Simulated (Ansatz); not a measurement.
Ansatz (a first-principles code) run on Sr₂Bi₃ (Pnna, 20 atoms in the cell): self-consistent single point

Computed with LDA (PW92), default PAW files made with PBE (plane waves; Ansatz).

This input was run:

Ansatz 0.2 input:
```yaml
crystal:
  lattice:
    - [15.92798900, 0.00000000, 0.00000000]
    - [0.00000000, 6.92206700, 0.00000000]
    - [0.00000000, 0.00000000, 6.72438100]
  atoms:
    - { symbol: Sr, position: [0.25000000, 0.00000000, 0.05700000] }
    - { symbol: Sr, position: [0.25000000, 0.50000000, 0.44300000] }
    - { symbol: Sr, position: [0.75000000, 0.00000000, 0.94300000] }
    - { symbol: Sr, position: [0.75000000, 0.50000000, 0.55700000] }
    - { symbol: Bi, position: [0.15390000, 0.06400000, 0.57880000] }
    - { symbol: Bi, position: [0.34610000, 0.93600000, 0.57880000] }
    - { symbol: Bi, position: [0.15390000, 0.43600000, 0.92120000] }
    - { symbol: Bi, position: [0.34610000, 0.56400000, 0.92120000] }
    - { symbol: Bi, position: [0.84610000, 0.93600000, 0.42120000] }
    - { symbol: Bi, position: [0.65390000, 0.06400000, 0.42120000] }
    - { symbol: Bi, position: [0.84610000, 0.56400000, 0.07880000] }
    - { symbol: Bi, position: [0.65390000, 0.43600000, 0.07880000] }
    - { symbol: Sr, position: [0.00010000, 0.25000000, 0.25000000] }
    - { symbol: Sr, position: [0.49990000, 0.75000000, 0.25000000] }
    - { symbol: Sr, position: [0.99990000, 0.75000000, 0.75000000] }
    - { symbol: Sr, position: [0.50010000, 0.25000000, 0.75000000] }
    - { symbol: Bi, position: [0.42940000, 0.25000000, 0.25000000] }
    - { symbol: Bi, position: [0.07060000, 0.75000000, 0.25000000] }
    - { symbol: Bi, position: [0.57060000, 0.75000000, 0.75000000] }
    - { symbol: Bi, position: [0.92940000, 0.25000000, 0.75000000] }
basis:
  ecutwfc: 420.0
kpoints:
  mp_grid: { grid: [2, 3, 3], shift: [0.5, 0.5, 0.5] }
hamiltonian:
  xc: lda
  pseudopotentials: { kind: paw }
scf:
  occupations: { method: cold, width: 0.272 }
output:
  forces: true
  eigenvalues: true
  stress: true
```

Output, abridged:

```
WARN ansatz: RAYON_NUM_THREADS=1 ignored (pool sized by the plan → 1); use --threads N
Pseudopotentials: kind: paw
Pseudopotential: Sr, paw, valence charge 10
Pseudopotential: Bi, paw, valence charge 15
Crystal: 20 atoms, lattice volume = 741.394 Å³
Basis set: ecut = 420 eV, 14481 PW (Γ)
Bands: 156, of which v1, the nominal top of the filled ones, is band 130 counted from 1 (129 counted from 0)
Symmetry: 8 space group operations
Space group: Pnna (ITA 52), of the structure as read, at distance tolerance 9.1e-5 Å
k-points: 4 of 18
PAW frozen core: Sr, regenerated for the run's functional, and the local potential with it
PAW frozen core: Bi, regenerated for the run's functional, and the local potential with it
Initial density: superposition of atomic densities (neutral atoms: chi_scale 0, normalization atom), corrected by the library's trained network
Initial wavefunctions: pseudopotential atomic-orbital guess
Eigensolver: davidson
Functional: x = slater, c = lda
SCF iter   1: F=—  HF=-172599.389917 eV  |F-HF|=—  |Δ(HF+E_count)|=         —  Δρ=3.61e-3  dr2=5.60e-2  ethr=1.77e-3  ⟨swp⟩=9.5  Hψ=3190  notcnv=0
all-band conjugate gradients solve this SCF's bands
preconditioner: auto → Kerker (q_TF=auto, 2.291 Å⁻¹)
SCF iter   2: F=—  HF=-172599.387431 eV  |F-HF|=—  |Δ(HF+E_count)|=   2.49e-3  S|Δr|=    0.00e0  Δρ=1.99e-3  dr2=2.41e-2  ethr=2.15e-5  ⟨swp⟩=3.0  Hψ=1066  notcnv=0
SCF iter   3: F=—  HF=-172599.383823 eV  |F-HF|=—  |Δ(HF+E_count)|=   3.61e-3  S|Δr|=    0.00e0  Δρ=3.63e-4  dr2=2.38e-3  ethr=9.26e-6  ⟨swp⟩=2.8  Hψ=1067  notcnv=0
SCF iter   4: F=—  HF=-172599.383336 eV  |F-HF|=—  |Δ(HF+E_count)|=   4.87e-4  S|Δr|=    0.00e0  Δρ=1.58e-4  dr2=6.30e-4  ethr=9.16e-7  ⟨swp⟩=2.0  Hψ=1043  notcnv=0
SCF iter   5: F=—  HF=-172599.383160 eV  |F-HF|=—  |Δ(HF+E_count)|=   1.76e-4  S|Δr|=    0.00e0  Δρ=5.79e-5  dr2=6.91e-5  ethr=2.42e-7  ⟨swp⟩=2.0  Hψ=702  notcnv=0
SCF iter   6: F=—  HF=-172599.383683 eV  |F-HF|=—  |Δ(HF+E_count)|=   5.23e-4  S|Δr|=    0.00e0  Δρ=1.69e-5  dr2=4.50e-6  ethr=2.66e-8  ⟨swp⟩=2.0  Hψ=706  notcnv=0
SCF iter   7: F=—  HF=-172599.383683 eV  |F-HF|=—  |Δ(HF+E_count)|=   4.05e-7  S|Δr|=    0.00e0  Δρ=4.92e-6  dr2=4.79e-7  ethr=1.73e-9  ⟨swp⟩=2.2  Hψ=806  notcnv=0
SCF iter   8: F=-172599.383683 eV  HF=-172599.383683 eV  |F-HF|=6.71e-8  |Δ(HF+E_count)|=   6.28e-8  S|Δr|=    0.00e0  Δρ=1.90e-6  dr2=9.75e-8  ethr=3.85e-11  ⟨swp⟩=13.2  Hψ=3548  notcnv=0
SCF 1 converged in 8 iterations: F = -172599.383683 eV  dr2 = 9.75e-8
SCF converged after 8 iterations
Stability not checked (fill_not_monotonic)
Free energy (F): -172599.383683 eV
Harris-Foulkes:  -172599.383683 eV  (|F-HF|=6.71e-8)
Internal energy: -172599.400881 eV  (E = F + TS)
E sigma→0 (E₀):  -172599.389415 eV
Entropy (-TS):   0.017198 eV (0.860 meV/atom)
Fermi energy:    8.197957 eV
Step filling:    the computed levels leave a gap of 0.0000 eV = 0.0 smearing widths
--- Per-component energies (eV) ---
  E_band       = -2288.941014
  E_kinetic    = 5596.529937
  E_local      = -25152.779242  (includes V_loc(G=0)·N_el)
  E_nonlocal   = 8394.187754
  E_hartree    = 7855.462198
  E_xc         = -3168.750072
  E_vxc        = -3018.540824  (∫ρ·V_xc dr)
  E_paw        = -145014.410956  (= ΣΔE_a)
  E_vpaw       = -3819.249863  (= ΣTr[D̂ρ^β])
  E_aug_tail   = -0.006402  (compensation charges beyond the density's cutoff)
  E_ewald      = -21111.928565
  E_core_change = 2.294465  (= ΣΔE_core)
  E_smearing   = 0.017198  (= −TS)
  E_closure    = -0.000000  (closes the sum)
  Σ components = -172599.383683   (vs F -172599.383683, Δ=0.00e0)
--- Forces (eV/Å), atoms counted from 1 ---
  atom   1  Sr     0.00000000     0.00000000     0.03222885
  atom   2  Sr     0.00000000    -0.00000000    -0.03222885
  atom   3  Sr     0.00000000     0.00000000    -0.03222885
  atom   4  Sr     0.00000000    -0.00000000     0.03222885
  atom   5  Bi     0.15860393    -0.15379380    -0.06080217
  atom   6  Bi    -0.15860393     0.15379380    -0.06080217
  atom   7  Bi     0.15860393     0.15379380     0.06080217
  atom   8  Bi    -0.15860393    -0.15379380     0.06080217
  atom   9  Bi    -0.15860393     0.15379380     0.06080217
  atom  10  Bi     0.15860393    -0.15379380     0.06080217
  atom  11  Bi    -0.15860393    -0.15379380    -0.06080217
  atom  12  Bi     0.15860393     0.15379380    -0.06080217
  atom  13  Sr    -0.05014978     0.00000000     0.00000000
  atom  14  Sr     0.05014978     0.00000000    -0.00000000
  atom  15  Sr     0.05014978     0.00000000     0.00000000
  atom  16  Sr    -0.05014978     0.00000000     0.00000000
  atom  17  Bi    -0.07591807     0.00000000     0.00000000
  atom  18  Bi     0.07591807    -0.00000000     0.00000000
  atom  19  Bi     0.07591807    -0.00000000     0.00000000
  atom  20  Bi    -0.07591807     0.00000000     0.00000000
  max |Σ_I F_I| component: 2.78e-17 eV/Å
--- Stress (GPa, compression-positive) ---
       -3.986407       0.000000       0.000000
        0.000000      -3.613333       0.000000
        0.000000       0.000000      -3.634387
  P = ⅓ Tr σ = -3.7447 GPa (-37.447 kbar)
  The stress holds the Pulay correction. Without it, at fixed plane waves, as pw.x and ABINIT print it: P = -3.7576 GPa
--- Band table (eV) ---
  k-point 0: bands = ["-27.4697", "-27.4697", "-27.4660", "-27.4660", "-27.4113", "-27.4112", "-27.4099", "-27.4098", "-14.2469", "-14.2467", "-14.2124", "-14.2103", "-14.1698", "-14.1687", "-14.1663", "-14.1656", "-14.1382", "-14.1382", "-14.1339", [...]
  k-point 1: bands = ["-27.4696", "-27.4695", "-27.4661", "-27.4661", "-27.4106", "-27.4106", "-27.4105", "-27.4105", "-14.2474", "-14.2469", "-14.2112", "-14.2111", "-14.1697", "-14.1692", "-14.1650", "-14.1639", "-14.1375", "-14.1372", "-14.1342", [...]
  k-point 2: bands = ["-27.4678", "-27.4678", "-27.4678", "-27.4678", "-27.4106", "-27.4106", "-27.4105", "-27.4105", "-14.2333", "-14.2333", "-14.2320", "-14.2320", "-14.1668", "-14.1668", "-14.1654", "-14.1654", "-14.1367", "-14.1367", "-14.1362", [...]
  k-point 3: bands = ["-27.4678", "-27.4678", "-27.4678", "-27.4678", "-27.4106", "-27.4106", "-27.4104", "-27.4104", "-14.2329", "-14.2329", "-14.2319", "-14.2319", "-14.1691", "-14.1691", "-14.1665", "-14.1665", "-14.1330", "-14.1330", "-14.1328", [...]
```

The run converged in 8 iterations.

The starting cell comes from a database of published, mostly measured structures (it also holds non-ambient and calculated ones), without a prior relaxation at this level. Its lattice was rescaled by a random factor within 2.5 % of one. Spin-orbit coupling is off. With a pressure of about -4 GPa the cell is away from its equilibrium volume at this level. Ansatz's pressure includes its estimate of the finite-basis (Pulay) stress.
